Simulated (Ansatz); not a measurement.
```xyz
2
Lattice="2.9128 0.0000 0.0000 0.0000 2.9128 0.0000 0.0000 0.0000 2.9128" Properties=species:S:1:pos:R:3 pbc="T T T"
Zn     0.0000     0.0000     0.0000
Cu     1.4564     1.4564     1.4564
```

No spin polarisation.

Method: PBEsol (Ansatz, a quantum-chemistry and plane-wave program), scalar-relativistic without spin-orbit coupling. k-mesh 20×20×20 (Γ-centred); smearing 0.1 eV (Fermi–Dirac).

Q: Predict the space group, pressure and band gap.

A: 
```json
{
 "space_group": "Pm-3m (No. 221)",
 "pressure": "-0.6 GPa",
 "band_gap": "zero"
}
```

The cells carry an imposed strain or load. No phonon test of stability was made. All final runs are without spin polarisation. The cell was made from ZnCu in the CsCl type structure (space group Pm-3m, No. 221) by this change: isotropic strain +0.15 %.
